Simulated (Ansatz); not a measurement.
**Co, pressure series**

The reference is Co in the hcp (Mg type) structure (space group P6_3/mmc, No. 194; a = 2.494 Å, c = 4.032 Å; ferromagnetic).

Cell and atoms are relaxed at each pressure.

Calculations: plane-wave PAW DFT at the PBE level (Ansatz, a first-principles code, 420 eV), without spin-orbit coupling, earlier PAW set.

```tsv
change	largest site moment	shortest interatomic distance
base	1.69 μB	247.7 pm
pressure −2 GPa	1.70 μB	___
pressure −1 GPa	1.69 μB	248.1 pm
pressure 0.3 GPa	1.68 μB	247.6 pm
pressure 0.7 GPa	1.68 μB	247.5 pm
pressure 1.5 GPa	1.68 μB	___
pressure 3 GPa	1.67 μB	246.6 pm
pressure 5 GPa	1.66 μB	245.9 pm
pressure 7.5 GPa	1.65 μB	245.0 pm
pressure 10 GPa	1.64 μB	244.2 pm
```

What belongs in the blanks?


- pressure −2 GPa, shortest interatomic distance: 248.5 pm
- pressure 1.5 GPa, shortest interatomic distance: 247.1 pm

The magnetic state is the one reached from the starting moments; the real material's order can differ, and small cells can't hold many antiferromagnetic ones. Load acts through the strain it causes; cell and atoms are relaxed under it. No phonon test of stability was made. Competing high-pressure phases were not computed.
